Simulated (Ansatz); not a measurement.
An Ansatz (a first-principles code) input (plane-wave PAW DFT at the PBEsol level (Ansatz, 420 eV), without spin-orbit coupling):

Ansatz 0.2 input:
```yaml
crystal:
  lattice:
    - [0, 2.8301885831, 2.8301885831]
    - [2.8301885831, 0, 2.8301885831]
    - [2.8301885831, 2.8301885831, 0]
  atoms:
    - { symbol: Be, position: [0, 0, 0] }
    - { symbol: Te, position: [0.25, 0.25, 0.25] }
basis: { ecutwfc: 420, ecutrho_ratio: 4, xc_grid: 2, fft_grid_basis: typed }
kpoints: { mp_grid: { grid: [10, 10, 10] } }
hamiltonian:
  xc: pbesol
  dispersion: none
  pseudopotentials: { kind: paw }
scf: { occupations: { method: fermi_dirac, width: 0.05 }, convergence: { dr2_threshold: 0.0000000002 } }
relax: { f_tol: 0.005, max_steps: 50 }
output: { forces: true, stress: true }
checkpoint: { write: state.ck, write_every: 1000 }
```

Problem. Which symmetry and how many k-points will the program report, and about how many plane waves at Γ?

Solution. Space group F-43m (ITA 216) with 24 operations, k-points 47 of 1000, and 893 plane waves at Γ.

Problem. And the final pressure?

Solution. -1.69 GPa (compression positive).

The cells carry an imposed strain or load. No phonon test of stability was made. The cell was made from BeTe in the zinc blende structure (space group F-43m, No. 216) by this change: isotropic strain +1.00 %.
